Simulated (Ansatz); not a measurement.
Start from GaSe (space group P6_3/mmc, No. 194; a = 3.769 Å, c = 15.964 Å; layered, stacked along the Cartesian z axis).

Level of theory: DFT with PBE-D3(BJ), PAW potentials and a 420 eV plane-wave cutoff in Ansatz (an electronic-structure program), spin-orbit coupling left out, earlier PAW set.

Carriers are added at fixed cell with a uniform background; the Fermi–Dirac width is that of 300 K.

One change was made to it. Results:

| quantity | base | after |
|---|---|---|
| largest internal atomic displacement | – | 0.038 Å |
| Fermi level relative to the doped band's edge (positive inside the band; to 0.05 eV) | – | +0.65 eV |
| gap character | direct at Γ | direct at Γ |
| gap between the host's bands | 0.87 eV | 0.87 eV |

Question: What was done to the base?
(A) holes 1.0×10^22 cm⁻³
(B) electrons 1.0×10^22 cm⁻³
(C) electrons 3.0×10^21 cm⁻³

Answer: C, electrons 3.0×10^21 cm⁻³. For comparison, the Fermi level from band edge in the other runs: electrons 1.0×10^22 cm⁻³ gives +1.05 eV; holes 1.0×10^22 cm⁻³ gives +1.40 eV.

Charged cell with a jellium background: band edges are those of the host's band count, energies are not comparable with the neutral cell, and many-body gap narrowing is missing. Stability against distortions was not tested.
